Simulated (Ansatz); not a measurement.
ZnIn2O4 (model structure, started from the defect chalcopyrite type, I-4, No. 82, 7 atoms in the cell), treated with PBEsol (Ansatz, a program for electronic structure, PAW).

Numerical settings: plane-wave cutoff 500 eV, 12×12×12 k mesh, Fermi–Dirac smearing 0.05 eV, scalar-relativistic PAW data made under PBE.

Cell (relaxed at this level):

```
CELL_PARAMETERS angstrom
     -2.34749     2.34749     5.01356
      2.34749    -2.34749     5.01356
      2.34749     2.34749    -5.01356
ATOMIC_POSITIONS crystal
  In 0.50000 0.50000 0.00000
  In 0.25000 0.75000 0.50000
  Zn 0.00000 0.00000 0.00000
  O  0.33500 0.85331 0.96230
  O  0.89102 0.37270 0.03770
  O  0.14669 0.10898 0.48169
  O  0.62730 0.66500 0.51831
```

Give the computed band gap.


- band gap: 0.83 eV (on the SCF k mesh)

Note: the relaxation could raise the start's symmetry but not lower it, so the cell can be a saddle point.

Spin–orbit coupling is not included.

Computed values are for the static lattice.

Computing time: very roughly 22 core-minutes.

A model structure was made by putting elements into a prototype or built by hand; it is no filed structure, need not be a known phase, and can be a saddle point held by its symmetry.
